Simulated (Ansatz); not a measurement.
# WSi2 under a change: W vacancy

Take a 15-atom supercell of WSi2 (space group I4/mmm, No. 139; a = 3.2029 Å, c = 7.8165 Å) at its relaxed geometry as the base.

Modification: one W atom is removed, atoms relaxed at fixed cell, starting from a slightly rattled geometry.

All numbers come from PBEsol (Ansatz, an electronic-structure program), no SOC, earlier PAW set. Γ-centred 7×7×7 mesh, Fermi–Dirac width 0.05 eV.

```yaml
pressure: -3.3 GPa (base 0.0 GPa)
largest_displacement_of_a_host_atom_from_its_site_in_the_perfect_cell: 0.09 Å
mean_distance_from_the_defect_site_to_its_nearest_host_atoms: 2.55 Å (base 2.61 Å)
```

Final structure:

```
W2Si5
1.0
   -4.80441     1.60147     3.90823
    4.80441    -1.60147     3.90823
    1.60147     4.80441    -3.90823
W Si
4 10
Direct
  0.79686   0.39718   0.19311
  0.39726   0.20326   0.59959
  0.60292   0.79679   0.39879
  0.20336   0.60289   0.80523
  0.33473   0.33473   0.99918
  0.12950   0.74650   0.19918
  0.74634   0.54602   0.61572
  0.92950   0.12963   0.38243
  0.54606   0.92948   0.79882
  0.66539   0.66535   0.99915
  0.45401   0.07060   0.19936
  0.07062   0.87041   0.61587
  0.25369   0.45392   0.38241
  0.87048   0.25368   0.79896
```

The cell is small, so the values are those of an ordered compound at a high defect concentration; dilute-limit values will differ. The final runs are not spin-polarised. The defect cell is not spin-polarised.
